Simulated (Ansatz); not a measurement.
Worked example: self-consistent single point of AlH2Pb3OF9 (P1, 32 atoms in the cell) in Ansatz (a first-principles code).

Method: LDA (PW92), default PAW files made with PBE (plane waves; Ansatz).

The change in words: lattice scaled by 1.015. Reference geometry:
```
CELL_PARAMETERS angstrom
      5.66370     0.00000     0.00000
     -0.06992     5.86548     0.00000
     -0.89062    -1.93787    12.52380
ATOMIC_POSITIONS crystal
  Pb 0.30899 0.11889 0.36473
  Pb 0.69640 0.88104 0.63091
  Pb 0.75579 0.04810 0.11782
  Pb 0.24300 0.94578 0.87954
  Pb 0.28083 0.51603 0.11973
  Pb 0.73243 0.49369 0.88428
  Al 0.79839 0.61771 0.30952
  Al 0.21114 0.38609 0.68646
  F  0.03617 0.77908 0.27324
  F  0.95681 0.23581 0.73223
  F  0.72229 0.51592 0.16524
  F  0.26782 0.49138 0.83490
  F  0.85334 0.71658 0.44419
  F  0.15443 0.27055 0.55524
  F  0.52374 0.47693 0.32969
  F  0.47147 0.51600 0.67500
  F  0.61399 0.86573 0.28185
  F  0.38077 0.13058 0.71392
  F  0.95915 0.35725 0.31450
  F  0.02498 0.63451 0.68251
  F  0.48777 0.24438 0.99799
  F  0.49174 0.75447 0.00646
  F  0.00767 0.24609 0.99588
  F  0.99682 0.74917 0.00731
  F  0.30140 0.13375 0.17439
  F  0.69897 0.88172 0.82758
  O  0.65774 0.22060 0.51088
  O  0.34298 0.78037 0.49039
  H  0.60377 0.33982 0.55541
  H  0.41419 0.65087 0.44185
  H  0.81869 0.25478 0.50462
  H  0.18629 0.74633 0.49176
```

Reference input (self-consistent single point, DFT, LDA (PW92), plane waves, default PAW files made with PBE): basis.ecutwfc = 30.9 Ry; kpoints.mp_grid.grid = 3 3 2; hamiltonian.xc = lda; hamiltonian.pseudopotentials = {kind: paw} (the program's default PAW files); scf.occupations.method = fermi_dirac; scf.occupations.width = 0.0073 Ry. This run's input differs from it in these lines:

```diff
@@ -2,5 +2,5 @@
   lattice:
-    - [5.663700, 0.000000, 0.000000]
-    - [-0.069923, 5.865483, 0.000000]
-    - [-0.890617, -1.937866, 12.523803]
+    - [5.748656, 0.000000, 0.000000]
+    - [-0.070972, 5.953465, 0.000000]
+    - [-0.903976, -1.966934, 12.711660]
   atoms:
```

The program printed (abridged):

```
SCF iter   1: F=—  HF=-86121.344166 eV  |F-HF|=—  |Δ(HF+E_count)|=         —  Δρ=1.92e-2  dr2=1.24e0  ethr=1.77e-3  ⟨swp⟩=6.1  Hψ=6154  notcnv=0  defer=86
all-band conjugate gradients solve this SCF's bands
preconditioner: auto → Resta (q_TF=auto, 2.457 Å⁻¹)
SCF iter   2: F=—  HF=-86121.021699 eV  |F-HF|=—  |Δ(HF+E_count)|=   3.22e-1  Δρ=6.43e-3  dr2=7.00e-2  ethr=5.36e-4  ⟨swp⟩=2.2  Hψ=2864  notcnv=0  defer=234
   [... lines left out ...]
SCF iter   7: F=—  HF=-86120.997660 eV  |F-HF|=—  |Δ(HF+E_count)|=   2.73e-4  Δρ=3.32e-5  dr2=3.71e-6  ethr=1.95e-8  ⟨swp⟩=2.0  Hψ=2499  notcnv=0  defer=234
SCF iter   8: F=—  HF=-86120.997661 eV  |F-HF|=—  |Δ(HF+E_count)|=   1.07e-6  Δρ=2.01e-5  dr2=1.17e-6  ethr=1.60e-9  ⟨swp⟩=2.0  Hψ=2406  notcnv=0  defer=234
SCF iter   9: F=—  HF=-86120.997661 eV  |F-HF|=—  |Δ(HF+E_count)|=   1.22e-7  Δρ=8.72e-6  dr2=2.43e-7  ethr=5.05e-10  ⟨swp⟩=2.0  Hψ=2325  notcnv=0  defer=234
SCF iter  10: F=-86120.997661 eV  HF=-86120.997661 eV  |F-HF|=2.91e-10  |Δ(HF+E_count)|=   3.57e-8  Δρ=1.86e-6  dr2=1.26e-8  ethr=4.31e-11  ⟨swp⟩=14.5  Hψ=8786  notcnv=0
SCF 1 converged in 10 iterations: F = -86120.997661 eV  dr2 = 1.26e-8
Free energy (F): -86120.997661 eV
Internal energy: -86120.997661 eV  (E = F + TS)
E sigma→0 (E₀):  -86120.997661 eV
Fermi energy:    5.834422 eV
--- Forces (eV/Å), atoms counted from 1 ---
  atom   1  Pb     0.07440730    -0.02853784    -0.86470016
  atom   2  Pb    -0.17797308     0.20912827     1.11851756
  atom   3  Pb    -0.05689946     0.15856062    -0.50858919
  atom   4  Pb     0.08875662     0.09878772     0.42386950
  atom   5  Pb     0.01083027    -0.44464659    -0.44430557
   [... 23 lines left out ...]
  atom  29  H     -1.70926458     2.60075259     2.78588248
  atom  30  H     -0.60573470     0.80459733     0.27415642
  atom  31  H      1.58514799     0.32929756    -0.19943648
  atom  32  H     -3.47882922    -0.90281274     0.09980630
--- Stress (GPa, compression-positive) ---
       -5.231592       1.210821      -0.308484
        1.210821      -6.959894       0.479470
       -0.308484       0.479470      -6.655287
  P = ⅓ Tr σ = -6.2823 GPa (-62.823 kbar)
  The stress holds the Pulay correction. Without it, at fixed plane waves, as pw.x and ABINIT print it: P = -7.0881 GPa
```

The run converged in 10 iterations. Against the reference run the free energy rises by 17.0 meV/atom, the pressure goes from -2.74 to -6.28 GPa, the largest force goes from 5.153 to 4.242 eV/Å and the gap on the mesh goes from 4.857 to 4.804 eV.

The starting cell comes from a database of published, mostly measured structures (it also holds non-ambient and calculated ones), without a prior relaxation at this level. Its atoms were displaced at random from the sites of space group no. 2. For this run, on top of that: lattice scaled by 1.015. Spin-orbit coupling is off. Forces in this geometry exceed 1 eV/Å. Ansatz's pressure includes its estimate of the finite-basis (Pulay) stress. Without the estimate this run gives -7.09 GPa.

Cost on one core of a shared machine: roughly 60 s.

Keys are those of Ansatz 0.2.
